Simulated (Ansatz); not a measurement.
The structure below was relaxed with plane-wave PAW DFT at the LDA level (Ansatz, a quantum-chemistry and plane-wave program, 420 eV), no spin-orbit coupling, at pressure 4.5 GPa.

```
CELL_PARAMETERS angstrom
      0.00000     1.90778     1.90778
      1.90778     0.00000     1.90778
      1.90778     1.90778     0.00000
ATOMIC_POSITIONS crystal
  Pd 0.00000 0.00000 0.00000
```

Q: Find the space group and the Wyckoff positions.

A: Space group Fm-3m (No. 225); a = b = c = 3.816 Å, α = β = γ = 90.00°

```json
[
 {"atom": "Pd", "site": "4a", "symmetry": "m-3m", "x": "0.0000", "y": "0.0000", "z": "0.0000"}
]
```

Q: Describe the coordination.

A: The crystal has 4 atoms in its conventional cell. Lattice parameters: a = b = c = 3.8156 Å, α = β = γ = 90.00°. Pd has 12 Pd at 2.698 Å (cuboctahedral). (Neighbours: up to the widest gap in distance over summed covalent radii, below 1.35, at either atom.)

Load acts through the strain it causes; cell and atoms are relaxed under it. Stability against distortions was not tested. The final runs are not spin-polarised. The cell was made from Pd in the fcc (Cu type) structure (space group Fm-3m, No. 225) by this change: pressure 4.5 GPa.
